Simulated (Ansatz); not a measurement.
Here is the system:

```
CELL_PARAMETERS angstrom
      0.00000     2.79421     2.79421
      2.79421     0.00000     2.79421
      2.79421     2.79421     0.00000
ATOMIC_POSITIONS crystal
  Te 0.75000 0.75000 0.75000
  Be 0.00000 0.00000 0.00000
```

No spin polarisation.

Calculations: PBE/PAW in Ansatz (a first-principles code), no SOC, earlier PAW set. Settings: 10×10×10 k-points, 0.05 eV Fermi–Dirac smearing.

**Question.** Estimate the width of the top valence band.

**Answer.** 3.31 eV.

**Question.** What is the computed band gap?

**Answer.** 1.93 eV.

Spin-orbit coupling, missing from the scalar runs, can matter with Te. The cells carry an imposed strain or load. Whether these cells are dynamically stable was not tested. The cell was made from BeTe in the zinc blende structure (space group F-43m, No. 216) by this change: isotropic strain −1.33 %.
